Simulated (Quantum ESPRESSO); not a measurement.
Input and output of a self-consistent single point for TiMo (P1, 2 atoms in the cell) (Quantum ESPRESSO).

Computed with PBEsol, GBRV 1.5 ultrasoft (PBESOL) pseudopotentials (plane waves; Quantum ESPRESSO).

The change in words: lattice scaled by 0.98. Reference geometry:
```
CELL_PARAMETERS angstrom
      1.59357    -2.36043     0.00000
      1.59357     2.36043     0.00000
      0.00000     0.00000     4.25072
ATOMIC_POSITIONS crystal
  Ti 0.50022 0.49858 0.49666
  Mo 0.99978 0.00142 0.00334
```

Reference input (self-consistent single point, DFT, PBEsol, plane waves, GBRV 1.5 ultrasoft (PBESOL) pseudopotentials): ecutwfc = 50 Ry; ecutrho = 400 Ry; occupations = smearing; smearing = gauss; degauss = 0.0099958 Ry; potentials = {Ti: ti_pbesol_v1.4.uspp.F.UPF, Mo: mo_pbesol_v1.uspp.F.UPF}; K_POINTS = automatic 10 10 6 0 0 0; conv_thr = 1e-10 Ry. This run's input differs from it in these lines:

```diff
@@ -25,8 +25,8 @@
 CELL_PARAMETERS {bohr}
-   3.0114108604    -4.4605567877     0.0000000000
-   3.0114108604     4.4605567877     0.0000000000
-   0.0000000000     0.0000000000     8.0326966325
+   2.9511833991    -4.3713447071     0.0000000000
+   2.9511833991     4.3713447071     0.0000000000
+   0.0000000000     0.0000000000     7.8720434557
 ATOMIC_POSITIONS {angstrom}
-Ti    1.5916656839   -0.0038781783    2.1111583445
-Mo    0.0019043161    0.0038781783    0.0142016555
+Ti    1.5598327697   -0.0038006139    2.0689353762
+Mo    0.0018662303    0.0038006139    0.0139176238
 K_POINTS {automatic}
```

The program printed (abridged):

```
     Self-consistent Calculation

     iteration #  1     ecut=    50.00 Ry     beta= 0.70

     negative rho (up, down):  4.592E-04 0.000E+00

     total energy              =    -256.02516569 Ry
     estimated scf accuracy    <       3.38980447 Ry

     iteration #  2     ecut=    50.00 Ry     beta= 0.70

     negative rho (up, down):  3.287E-04 0.000E+00

     total energy              =    -257.31428359 Ry
     estimated scf accuracy    <      19.98922536 Ry

     iteration #  3     ecut=    50.00 Ry     beta= 0.70

     negative rho (up, down):  3.526E-04 0.000E+00

     total energy              =    -258.67010318 Ry
     estimated scf accuracy    <       2.30062713 Ry

   [... 11 blocks of this kind left out ...]

     iteration # 15     ecut=    50.00 Ry     beta= 0.70

     negative rho (up, down):  5.346E-04 0.000E+00

     total energy              =    -258.49911824 Ry
     estimated scf accuracy    <          2.3E-09 Ry

     iteration # 16     ecut=    50.00 Ry     beta= 0.70

     negative rho (up, down):  5.346E-04 0.000E+00
     End of self-consistent calculation

     Number of k-points >= 100: set verbosity='high' to print the bands.

     the Fermi energy is    18.4588 ev

!    total energy              =    -258.49911824 Ry
     estimated scf accuracy    <          1.2E-11 Ry
     smearing contrib. (-TS)   =      -0.00130008 Ry
     internal energy E=F+TS    =    -258.49781816 Ry

     convergence has been achieved in  16 iterations

     negative rho (up, down):  5.346E-04 0.000E+00

     Forces acting on atoms (cartesian axes, Ry/au):

     atom    1 type  1   force =     0.00095699    0.00108821    0.00735271
     atom    2 type  2   force =    -0.00095699   -0.00108821   -0.00735271

     Total force =     0.010598     Total SCF correction =     0.000015

     negative rho (up, down):  5.346E-04 0.000E+00
          total   stress  (Ry/bohr**3)                   (kbar)     P=       42.30
   0.00029203  -0.00000013   0.00000045           42.96       -0.02        0.07
  -0.00000013   0.00019983   0.00000083           -0.02       29.40        0.12
   0.00000045   0.00000083   0.00037069            0.07        0.12       54.53

   JOB DONE.
```

The run converged in 16 iterations. Against the reference run the free energy goes down by 8.3 meV/atom, the pressure goes from -6.84 to 4.23 GPa and the largest force goes from 0.145 to 0.193 eV/Å. The full log also holds: “c_bands:  1 eigenvalues not converged”.

The starting cell comes from a database of computed structures (which also holds hypothetical and non-ambient phases and stackings), without a prior relaxation at this level. Its atoms were displaced at random from the sites of space group no. 65. For this run, on top of that: lattice scaled by 0.98. Spin polarisation is off. With a pressure of about 4 GPa the cell is away from its equilibrium volume at this level.

Cost on one core of a shared machine: roughly 4 min.
